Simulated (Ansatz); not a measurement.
Consider La$_{2}$O$_{3}$ (space group P-3m1, No. 164; a = 3.9061 Å, c = 6.0400 Å).

Perturbation: cell and atoms relaxed at a pressure of 100 GPa.

Levels (all Ansatz, a first-principles code, PAW): PBEsol (420 eV, without spin-orbit coupling); r2SCAN (500 eV, spin-orbit coupling left out); HSE06 (420 eV, without spin-orbit coupling).

One geometry, relaxed with PBEsol, under each level:

| level | band gap | lowest conduction level above the VBM at special points | pressure |
|---|---|---|---|
| PBEsol | 3.46 eV | Γ 3.46 eV; K 3.53 eV; M 3.99 eV; A 4.18 eV | 100.00 GPa |
| r2SCAN | 4.00 eV | Γ 4.07 eV; K 4.00 eV; M 4.52 eV; A 4.77 eV | 112.56 GPa |
| HSE06 | ___ | ___ | – |

### Question
Give the withheld HSE06 results.

### Answer

- HSE06, band gap: 4.99 eV
- HSE06, lowest conduction level above the VBM at special points: Γ 4.99 eV; K 5.00 eV; M 5.65 eV

Single points use the geometry relaxed with PBEsol. Their cutoffs differ, which shifts pressures a little. The hybrid gap comes from the SCF mesh plus the semilocal run's edge points and a few special points and is an upper bound. Load acts through the strain it causes; cell and atoms are relaxed under it. Whether these cells are dynamically stable was not tested. No other phases were tried under pressure.
